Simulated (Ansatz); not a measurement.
**CdCu2GeSe4: energy against strain**

CdCu2GeSe4 (I-42m, 22.624 Å³/atom and stress up to 0.01 GPa in the relaxed cell, c along z) under an equal strain ε in the (001) plane with the normal axis free, as in a coherent film. PBEsol in Ansatz, a plane-wave DFT program (PAW, default set), 420 eV, 8×8×8 Γ-centred mesh, Fermi-Dirac smearing 0.05 eV; ions are relaxed, or left where forces stay under 0.02 eV/Å, within the symmetry of each cell.

Here s stands for strain and y for E less E0.

| strain (%) | E less E0 (meV/atom) |
|---|---|
| -1.50 | 2.32 |
| -0.75 | 0.58 |
| 0.00 | 0.00 |
| 0.75 | 0.53 |
| 1.50 | 2.12 |
| 3.00 | ? |

The 5 complete rows are fitted with a parabola, y against s. Least squares gives y = 0.000 - 0.0600·s + 0.9867·s². Residuals (row less fit): 0.010, -0.020, 0.000, 0.020, -0.010; standard error 0.022 (degrees of freedom: 2). The quadratic coefficient over the volume, 0.9867 meV × 10⁴ × 0.1602 / 22.624 Å³, is the biaxial elastic modulus of this plane = 69.9 ± 0.8 GPa (± standard error of the fit, which holds the terms cut off).

Problem. Predict the withheld y at s = 3.00 from the fit, and compare with the calculation.

Solution. y = 0.000 - 0.0600 × 3.00 + 0.9867 × 3.00² = 8.700 meV/atom. The calculation gives 8.26 meV/atom, 0.440 meV/atom below the prediction (5.3 % of the range of y in the table). The row lies outside the fitted rows, so this is an extrapolation. From the scatter of the fitted rows alone, a prediction at this place has a standard error of 0.092 meV/atom, so the miss is 4.8 times that.

A polynomial of degree 3 through the 8 other runs of the series gives 8.26 there, so most of the miss is curvature that the fit leaves out. This level leaves no gap over 0.05 eV at strain -1.50, -0.75, 0.00, 0.75 %. The start is a measured cell from the literature; how it stands against other phases or cation orders wasn't checked. Rows are the converged runs of the series near zero and its far end; series whose fitted rows scatter by over a few per cent of the range, as at a crossing or softening among them, aren't shown in this form, nor equations of state whose B0' disagrees with the runs' pressures. Most that stay on the fit to the last digits aren't either.
